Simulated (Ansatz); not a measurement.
Base system: GaP in the zinc blende structure (space group F-43m, No. 216; a = 5.4513 Å).

The values are results of r2SCAN (Ansatz, a quantum-chemistry and plane-wave program), no SOC, not measurements.

Strains are applied to the cell and any free atomic positions relax.

One change was made to it. Results:

The energy increases by 29 meV/atom; the gap character changes from indirect, Γ → Γ–X (87 % along) to direct at Γ; the band gap shrinks by 0.13 eV, from 1.85 eV to 1.72 eV; the hole mass (degenerate bands, along [100]) goes from 0.13, 0.37, 0.37 mₑ (at Γ) to 0.099, 0.40, 0.40 mₑ (at Γ); the pressure goes from zero to -5.51 GPa.

Problem. Which of these changes matches the shifts?
A) isotropic strain +2.50 %
B) isotropic strain +0.50 %
C) isotropic strain +1.00 %

Solution. A, isotropic strain +2.50 %. For comparison, the band gap in the other runs: isotropic strain +0.50 % gives 1.87 eV; isotropic strain +1.00 % gives 1.89 eV.

Masses are band curvatures over ±0.01 Å⁻¹ around the edge. Whether these cells are dynamically stable was not tested.
